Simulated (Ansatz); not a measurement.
**Lattice parameter a of MoSi (model structure, from the rocksalt type, Fm-3m, No. 225) at several levels of theory**

No measured value is used here.

```
level (code)         value (Å)
-------------------  ---------
PBE (Ansatz)                 …
PBEsol (Ansatz)          4.958
PBE-D3(BJ) (Ansatz)      4.951
```

Task: Some entries are withheld; supply them.

Result: 
- PBE (Ansatz, a program for electronic structure), value (Å): 5.005

Ansatz's density-functional and Hartree–Fock values are scalar-relativistic unless marked +SOC, with PAW data made under PBE.

A model structure was made by putting elements into a prototype or built by hand; it is no filed structure, need not be a known phase, and can be a saddle point held by its symmetry.
